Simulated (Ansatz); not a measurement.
# Al2Au: pressure series

Base system: Al2Au (space group Fm-3m, No. 225).

```
Al2Au
1.0
    0.00000     3.02996     3.02996
    3.02996     0.00000     3.02996
    3.02996     3.02996     0.00000
Al Au
2 1
Direct
  0.25000   0.25000   0.25000
  0.75000   0.75000   0.75000
  0.00000   0.00000   0.00000
```

Cell and atoms are relaxed at each pressure.

The values are results of PBE in Ansatz (plane waves to 420 eV, PAW, no SOC), not measurements.

Notes on the quantities. enthalpy: H = E + PV relative to the base's energy.

```tsv
change	volume per atom	enthalpy
base	18.54 Å³	–
pressure −2 GPa	18.92 Å³	-0.23 eV/atom
pressure −1 GPa	18.73 Å³	-0.12 eV/atom
pressure 0.3 GPa	?	+0.03 eV/atom
pressure 0.7 GPa	18.43 Å³	+0.08 eV/atom
pressure 1.5 GPa	18.29 Å³	+0.17 eV/atom
pressure 3 GPa	18.06 Å³	+0.34 eV/atom
pressure 5 GPa	17.77 Å³	+0.57 eV/atom
pressure 7.5 GPa	17.44 Å³	+0.84 eV/atom
pressure 10 GPa	17.14 Å³	+1.11 eV/atom
```

Problem. Complete the table.

Solution. 
- pressure 0.3 GPa, volume per atom: 18.49 Å³

Load acts through the strain it causes; cell and atoms are relaxed under it. No phonon test of stability was made. Competing high-pressure phases were not computed.

Ansatz is a quantum-chemistry and plane-wave program.
